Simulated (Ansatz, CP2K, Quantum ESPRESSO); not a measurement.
# SrC2 (R-3m, 3 atoms in the cell) computed with different codes at matched settings

Zone-centre phonon calculation.

```
CELL_PARAMETERS angstrom
      2.51733     1.45338     2.30666
     -2.51733     1.45338     2.30666
      0.00000    -2.90676     2.30666
ATOMIC_POSITIONS crystal
  Sr 0.00000 0.00000 0.00000
  C  0.59155 0.59155 0.59155
  C  0.40845 0.40845 0.40845
```

Shared settings, as Ansatz (a program for electronic structure) writes them: kpoints.mp_grid.grid = 9 9 9; scf.occupations.method = fixed. Potentials and cutoffs stand in the table.

```json
[
 {"code": "Quantum ESPRESSO", "model": "LDA (PZ), GBRV 1.5 ultrasoft (LDA) pseudopotentials", "highest zone-centre frequency, without LO-TO term (cm⁻¹)": "1818", "mean ε∞ at this mesh": "4.63", "cutoff": "40 Ry"},
 {"code": "Ansatz", "model": "LDA (PW92), PAW files made with PBE", "highest zone-centre frequency, without LO-TO term (cm⁻¹)": "1796", "mean ε∞ at this mesh": "4.64", "cutoff": "420 eV"},
 {"code": "CP2K", "model": "LDA (Pade form), GPW, DZVP-MOLOPT-SR-GTH basis, GTH-PADE potentials (GTH_POTENTIALS)", "highest zone-centre frequency, without LO-TO term (cm⁻¹)": "1811", "mean ε∞ at this mesh": "–", "cutoff": "grid 500 Ry"}
]
```

A dash marks a value that a program does not give, or that is left out as unsure.

The spread over the programs that give each value: highest zone-centre frequency, without LO-TO term within 22.0 cm⁻¹; mean ε∞ at this mesh within 0.01 .

CP2K uses small atom-centred bases, whose incompleteness enters pressures, forces and empty levels differently from a plane-wave cutoff. The same LDA comes in different parametrisations, which differ slightly.

The starting cell comes from a database of computed structures (which also holds hypothetical and non-ambient phases and stackings), without a prior relaxation at this level.

Keys are those of Ansatz 0.2.
